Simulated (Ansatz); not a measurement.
RbBiO3: response to strain

The reference is RbBiO$_{3}$ in the cubic perovskite structure (space group Pm-3m, No. 221; a = 4.249 Å; a model cell, its experimental status unchecked). Axes: x, y, z lie along the cube axes.

Strains are applied to the cell and any free atomic positions relax; under biaxial strain the out-of-plane vector relaxes too; under stress the whole cell relaxes.

Level of theory: PBEsol/PAW in Ansatz (a first-principles code), without spin-orbit coupling.

Notes on the quantities. pressure: mean of the normal stresses, compression positive; energy relative to the base: free energy F.

```json
[
 {"case": "base", "pressure": "0.0 GPa", "volume per atom": "15.34 Å³", "energy relative to the base": "0 meV/atom"},
 {"case": "biaxial strain +0.97 %, plane normal [001], relaxed out of plane", "pressure": "-1.6 GPa", "volume per atom": "15.60 Å³", "energy relative to the base": "+2.2 meV/atom"},
 {"case": "biaxial strain +1.87 %, plane normal [001], relaxed out of plane", "pressure": "-2.8 GPa", "volume per atom": "15.86 Å³", "energy relative to the base": "+8.0 meV/atom"},
 {"case": "biaxial strain −3.52 %, plane normal [110], relaxed out of plane", "pressure": "6.0 GPa", "volume per atom": "14.58 Å³", "energy relative to the base": "+28 meV/atom"},
 {"case": "biaxial strain −0.19 %, plane normal [111], relaxed out of plane", "pressure": "0.2 GPa", "volume per atom": "15.30 Å³", "energy relative to the base": "+0.1 meV/atom"},
 {"case": "uniaxial strain ε_xx = +0.21 %", "pressure": "-0.2 GPa", "volume per atom": "15.37 Å³", "energy relative to the base": "0.0 meV/atom"},
 {"case": "uniaxial stress, 5 GPa compression along x", "pressure": "–", "volume per atom": "15.11 Å³", "energy relative to the base": "+4.5 meV/atom"},
 {"case": "tensor shear ε_yz = +1.96 %", "pressure": "0.1 GPa", "volume per atom": "15.33 Å³", "energy relative to the base": "+4.2 meV/atom"},
 {"case": "tensor shear ε_xz = +1.95 %", "pressure": "0.1 GPa", "volume per atom": "15.33 Å³", "energy relative to the base": "+4.2 meV/atom"}
]
```

Without a gap, meshes like the base's 11×11×11 leave anisotropic stresses uncertain by several tenths of a GPa, and small strain energies with them. Beyond what the load breaks, stability against distortions was not tested. All final runs are without spin polarisation. Many cubic perovskites are stable only at high temperature; tilts and polar distortions were not tested.
